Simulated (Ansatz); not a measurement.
## Defect calculation: Ga vacancy + O on the N site in wurtzite GaN

The numbers are results of PBE, PAW (plane waves to 420 eV; Ansatz, an electronic-structure program), not measurements. The supercell holds 96 host sites (3×2×2 repeats of the unit cell), with a 2×2×2 shifted k-point sampling for the final energies. Sites at the start: the Ga site; N 1.98 Å away, along c. Charged cells carry a point-charge image correction with potential alignment at far atoms. Dielectric constants: PBE linear response of the host. Host gap at this level: 1.71 eV. A cell of this size leaves errors of a few tenths of an eV. Levels are measured in PBE's own, too narrow, gap. Spin–orbit coupling is left out. Each state is the lowest found from its start.

Formation energies E_f are given with the Fermi level at the valence-band maximum. Chemical conditions: Ga-rich (Δμ(Ga) = 0.00 eV, Δμ(N) = -0.88 eV, Δμ(O) = -3.04 eV, bounded by beta Ga2O3; only phases computed here count, gases as isolated molecules at 0 K); N-rich (Δμ(Ga) = -0.88 eV, Δμ(N) = 0.00 eV, Δμ(O) = -2.45 eV, bounded by beta Ga2O3; only phases computed here count, gases as isolated molecules at 0 K). Reference phases: Ga: alpha gallium, N: N2 molecule in a box, O: O2 molecule in a box.

```tsv
charge	moment (μB)	largest move off a lattice site (Å)	image correction with alignment (eV)	E_f, Ga-rich (eV)	E_f, N-rich (eV)	above the lowest spin state (eV)
+1*	3.0	0.26	–	–	–	0.00
+1*	3.0	0.26	–	–	–	0.00
0	2.0	0.22	0.01	4.97	4.38	0.00
0	not spin-polarised	0.23	0.00	5.27	4.68	0.30
−1	1.0	0.24	0.46	5.70	5.11	0.00
−1	1.0	0.24	0.46	5.70	5.11	0.00
−2	not spin-polarised	0.25	1.29	7.16	6.57	0.00
−2	0.0	0.25	1.29	7.16	6.57	0.00
```

* At this level the carrier isn't localised at the defect: at charge +1 holes occupy the valence band. Such a state is shallow or no state of the defect, and this cell gives it no level.

Starting moments that weren't kept: charge +1 began with 1 μB and ended with 3.0; charge −1 began with 3 μB and ended with 1.0; charge −2 began with 2 μB and ended with 0.0.

Transition levels above the valence-band maximum: ε(0/−1) = 0.74 eV; ε(−1/−2) = 1.46 eV. On the lower envelope of the bound states, inside the gap: (0/−1) at 0.74 eV; (−1/−2) at 1.46 eV.

Flagged in the runs: a host whose relaxation on this sampling wasn't shown to rest, a strain field that reaches the edge of the cell.

All states together cost very roughly 8 core-hours.
